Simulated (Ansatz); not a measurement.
The starting structures come from a database of crystals and need not be the phases stable at ambient conditions.

**Evanescent states of La2GeI2 (P-3m1, 5 atoms a cell, 36.7 Å³ an atom) along the normal of (100)**

Method: PBEsol (plane waves, PAW; Ansatz, an electronic-structure program).

No gap correction and no spin-orbit coupling; mid-gap is the computed energy nearest the middle.

Energies count from the valence-band top; κ is the least over a 8×4 mesh across the current.

```tsv
E (eV)	κ (1/Å)	where
0.03	0.032	off Γ
0.07	0.048	off Γ
0.12	0.046	off Γ
0.17	0.036	off Γ
```

Q: How thick must the barrier be to attenuate the transmission by 10^6 when the electrodes' Fermi level lies at 0.12 eV, and what attenuation does that film give at 0.07 eV?

A: d = 6 ln 10 / (2 × 0.046) = 150.2 Å. At 0.07 eV it gives 6 × 0.048/0.046 = 6.3 decades.
